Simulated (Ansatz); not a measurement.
Results of PBE0 in Ansatz (PAW) for Si (C2/m, No. 12, 8 atoms in the cell; start mp-1079297; another form than the element's usual one).

Settings: plane-wave cutoff 460 eV, 6×6×4 k mesh (along the axes of the cell as run), Fermi–Dirac smearing 0.01 eV, scalar-relativistic PAW data made under PBE.

The cell is the one relaxed with PBEsol. Conventional cell: a = 13.8034 Å, b = 3.8395 Å, c = 6.3266 Å, α = 90.00°, β = 96.76°, γ = 90.00°.

```yaml
crystal:
  lattice:
    - [6.90169, -1.91975, 0.00017]
    - [6.90169, 1.91975, 0.00017]
    - [-0.74536, 0.00000, 6.28257]
  atoms:
    - { symbol: Si, position: [0.05532, 0.05532, 0.87337] }
    - { symbol: Si, position: [0.94468, 0.94468, 0.12663] }
    - { symbol: Si, position: [0.55908, 0.55908, 0.65330] }
    - { symbol: Si, position: [0.44092, 0.44092, 0.34670] }
    - { symbol: Si, position: [0.21255, 0.21255, 0.05704] }
    - { symbol: Si, position: [0.78745, 0.78745, 0.94296] }
    - { symbol: Si, position: [0.72703, 0.72703, 0.58571] }
    - { symbol: Si, position: [0.27297, 0.27297, 0.41429] }
```

Problem. List the 22 lowest band energies at Γ above −25 eV (eV, relative to the valence band maximum), grouping those that round alike.

Solution. At Γ: -13.70, -11.19, -10.95, -10.33, -8.24, -7.63, -5.93, -5.12, -3.85, -3.16, -2.58, -1.30, -1.00, -0.84, -0.44, 0.00, 1.73, 2.74, 2.96, 3.30, 3.57, 3.88.

Note: the run warned that its exchange threshold was loose for the stress; cell and atoms aren't relaxed at this level (largest force component 0.05 eV/Å).

A start named mp-… is a Materials Project structure, which need not be a measured phase.

Ansatz is an electronic-structure program.
